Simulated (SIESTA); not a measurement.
Checking a run of SIESTA on TiV4CoO12 (C2, 18 atoms in the cell). The aim is a self-consistent single point with DFT, LDA PW92+U, numerical atomic orbitals DZP, PseudoDojo LDA standard norm-conserving potentials (rewritten from UPF to PSML).

The input file:

```
# files in the folder: Ti.psml V.psml Co.psml O.psml (PseudoDojo LDA standard)
SystemName  TiV4CoO12
SystemLabel TiV4CoO12

NumberOfAtoms                18
NumberOfSpecies              4
%block ChemicalSpeciesLabel
  1 22 Ti
  2 23 V
  3 27 Co
  4 8 O
%endblock ChemicalSpeciesLabel
LatticeConstant              1.0 Ang
%block LatticeVectors
     5.057450000   -4.585485000    0.000000000
     5.057450000    4.585485000    0.000000000
    -1.990558000    0.000000000    5.392859000
%endblock LatticeVectors
AtomicCoordinatesFormat      Ang
%block AtomicCoordinatesAndAtomicSpecies
     4.062171000   -3.714609689    2.696429500  1
     1.010384669    0.841986756    5.385039354  2
     7.113957331    0.841986756    0.007819646  2
     1.943108724   -0.863630245    2.701337002  2
     6.181233276   -0.863630245    2.691521998  2
     5.057450000    3.793846870    0.000000000  3
    -0.609846520    0.700020140    4.697557689  4
     8.734188520    0.700020140    0.695301311  4
     3.536386795    2.436543310    0.056409305  4
     4.587955205    2.436543310    5.336449695  4
     0.309198820   -0.677001005    2.016659623  4
     7.815143180   -0.677001005    3.376199377  4
     2.098086344   -0.124725192    4.359749001  4
     6.026255656   -0.124725192    1.033109999  4
     2.977425291    0.188004885    1.615700556  4
     5.146916709    0.188004885    3.777158444  4
     2.644019985   -2.540817238    2.797114178  4
     5.480322015   -2.540817238    2.595744822  4
%endblock AtomicCoordinatesAndAtomicSpecies

XC.functional                LDA
XC.authors                   PW92
PAO.BasisSize                DZP
PAO.EnergyShift              0.01 Ry
MeshCutoff                   350 Ry
%block kgrid.MonkhorstPack
    3   0   0  0.5
    0   3   0  0.5
    0   0   4  0.5
%endblock kgrid.MonkhorstPack
OccupationFunction           FD
ElectronicTemperature        0.05 eV
Spin                         polarized
%block DM.InitSpin
  1 +0.00
  2 +0.00
  3 +0.00
  4 +2.00
  5 +2.00
  6 +3.00
  7 +0.00
  8 +0.00
  9 +0.00
  10 +0.00
  11 +0.00
  12 +0.00
  13 +0.00
  14 +0.00
  15 +0.00
  16 +0.00
  17 +0.00
  18 +0.00
%endblock DM.InitSpin
DFTU.ProjectorGenerationMethod 2
DFTU.CutoffNorm              0.9
DFTU.FirstIteration          true
%block DFTU.proj
  Co 1
  n=3 2
  3.32 0.00
  0.00 0.00
  V 1
  n=3 2
  3.25 0.00
  0.00 0.00
%endblock DFTU.proj

MaxSCFIterations             150
SCF.Mixer.Method             Broyden
SCF.Mixer.Weight             0.1
SCF.Mixer.History            8
SCF.DM.Tolerance             1.0E-01
SCF.H.Tolerance              1.0 eV
Diag.ParallelOverK           true
WriteForces                  true
Charge.Mulliken              end
```

Output (repeated stretches shortened):

```
reinit: Reading from file input.fdf

reinit: System Name: TiV4CoO12
reinit: System Label: TiV4CoO12

NOTE on units for spin output:
{S} is the spin magnetic moment, in units of the Bohr magneton,
assuming a g-factor for the electron spin of exactly 2.
   [... lines left out ...]

                        Single-point calculation

superc: Internal auxiliary supercell:     5 x     5 x     5  =     125
superc: Number of atoms, orbitals, and projectors:   2250  33750  33000

outcell: Unit cell vectors (Ang):
        5.057450   -4.585485    0.000000
        5.057450    4.585485    0.000000
       -1.990558    0.000000    5.392859

outcell: Cell vector modules (Ang)   :    6.826747    6.826747    5.748500
outcell: Cell angles (23,13,12) (deg):    104.8643    104.8643     84.3959
outcell: Cell volume (Ang**3)        :    250.1301
new_DM -- step:     1
Initializing Density Matrix...

Attempting to read DM from file... Failed...
DM filled with atomic data (user-defined):

InitMesh: MESH = 80 x 80 x 64 = 409600
InitMesh: Mesh cutoff (required, used) =   350.000   389.246 Ry
hubbard_term: recalculating local occupations    1
hubbard_term: maximum change in local occup.    0.931058
hubbard_term: recalculating Hamiltonian

stepf: Fermi-Dirac step function
hubbard_term: recalculating local occupations    1
hubbard_term: maximum change in local occup.    0.362076
hubbard_term: recalculating Hamiltonian
        iscf     Eharris(eV)        E_KS(eV)     FreeEng(eV)     dDmax    Ef(eV) dHmax(eV)
   scf:    1   -18878.365615   -19077.508688   -19077.544601  0.907086 -2.292208 48.574216
     spin moment: {S} , |S| = {        0.0        0.0    8.99989 }     8.99989
   scf:    2   -18965.297823   -19093.695023   -19093.748073  1.139631 -3.413101 33.288448
     spin moment: {S} , |S| = {        0.0        0.0    1.28599 }     1.28599
   scf:    3   -19042.546824   -19134.532031   -19134.560306  1.122525 -3.596120 41.955566
   [... lines left out ...]
     spin moment: {S} , |S| = {        0.0        0.0    6.43044 }     6.43044
   scf:   13   -19180.247091   -19179.863670   -19179.991130  0.083166 -5.610827  2.119663
     spin moment: {S} , |S| = {        0.0        0.0    5.97839 }     5.97839
   scf:   14   -19179.714826   -19179.767990   -19179.895329  0.018951 -5.622790  2.621369
     spin moment: {S} , |S| = {        0.0        0.0    6.06848 }     6.06848
   scf:   15   -19179.993091   -19179.929640   -19180.058535  0.036311 -5.648502  0.951740
     spin moment: {S} , |S| = {        0.0        0.0    5.93071 }     5.93071
SCF Convergence by DM+H criterion
max |DM_out - DM_in|         :     0.0363113713
max |H_out - H_in|      (eV) :     0.9517403284
SCF cycle converged after 15 iterations

Using DM_out to compute the final energy and forces

siesta: E_KS(eV) =           -19179.9296

siesta: E_KS - E_eggbox =    -19179.9296

siesta: Atomic forces (eV/Ang):
     1    0.000000    0.434003   -0.000000
     2    0.497353   -0.489742    0.036592
     3   -0.497353   -0.489742   -0.036592
   [... 15 lines left out ...]
   Tot   -0.000000   -0.036539    0.000000
   Max    0.969761
   Res    0.372073    sqrt( Sum f_i^2 / 3N )
   Max    0.969761    constrained

Stress tensor Voigt[x,y,z,yz,xz,xy] (kbar):      123.22      130.00      127.53        0.00       -7.22       -0.00
   [... lines left out ...]
siesta: FreeEng =    -19180.058535
siesta: Cell volume =        250.130088 Ang**3
siesta:        -126.91861825       -120.55563970  kBar
   [... lines left out ...]
    12    -0.516688    6.516688   -0.041519  O
    13    -0.449778    6.449778   -0.076438  O
    14    -0.449778    6.449778   -0.076438  O
    15    -0.433080    6.433080   -0.074759  O
    16    -0.433080    6.433080   -0.074759  O
    17    -0.441287    6.441287   -0.081292  O
    18    -0.441287    6.441287   -0.081292  O
 Total    -0.000000                5.930707
```

Question: Is this run sound? If not, what is wrong?

Answer: The run is not sound. The fault is a convergence threshold that is too loose. A loop that stops early leaves an energy error of second order in the density error, but errors of first order in forces and stress. To fix it, tighten the threshold. The run converged in 15 iterations without an error; against the sound input the free energy goes down by 9.8 meV/atom, the pressure goes from -10.62 to -12.69 GPa, the largest force goes from 0.577 to 1.135 eV/Å, no clean gap remains on the mesh (levels overlap or are partly filled), against 0.54 eV before and the size of the net moment goes from 0.28 to 0.33 μB/atom.

An input that runs soundly differs in these lines (not the only fix; some lines may just follow from the change or write a value another way):
```diff
-SCF.DM.Tolerance             1.0E-01
-SCF.H.Tolerance              1.0 eV
+SCF.DM.Tolerance             1.0E-05
```

With that input, the run converged in 79 iterations: free energy E − TS -19179.8819 eV; top of the valence band (on the code's own zero) -5.93 eV; gap on the k-point mesh 0.54 eV; pressure -10.62 GPa; largest force (vector length) 0.577 eV/Å (DFT, LDA PW92+U, numerical atomic orbitals DZP, PseudoDojo LDA standard norm-conserving potentials (rewritten from UPF to PSML)).

On the sound input: the starting cell comes from a database of computed structures (which also holds hypothetical and non-ambient phases and stackings), without a prior relaxation at this level. The magnetic order is the one reached from the typed start; others were not searched systematically. With U or open f shells several self-consistent states can exist. Values carry the incompleteness of an atom-centred basis. With a pressure of about -11 GPa the cell is away from its equilibrium volume at this level. The shifted mesh does not hold Γ, so a gap read on it misses any band edge there.
